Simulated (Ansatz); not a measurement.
# Response to strain in BeS

Base system: BeS in the zinc blende structure (space group F-43m, No. 216; a = 4.8381 Å). Axes: x, y, z lie along the cube axes.

Strains are applied to the cell and any free atomic positions relax.

All numbers come from Kohn–Sham DFT with the PBEsol functional, run in Ansatz (a quantum-chemistry and plane-wave program) with PAW and 420 eV plane waves, no SOC.

Notes on the quantities. energy relative to the base: free energy F.

```csv
uniaxial strain ε_zz (%),energy relative to the base (meV/atom)
-3,6.5
-2.5,4.5
-2,2.9
-1.5,1.6
-1,?
-0.5,0.2
0,0.0
```

Task: Fit ΔE = Aε² + Bε³ (ε in %) to the rows shown and predict the withheld row.

Result: Least squares on the printed values gives A = 0.717 and B = -0.0017 meV/atom (largest residual 0.0 meV/atom); this predicts 0.7 meV/atom, and the run gives 0.7 meV/atom, in agreement.

Stability against distortions was not tested.
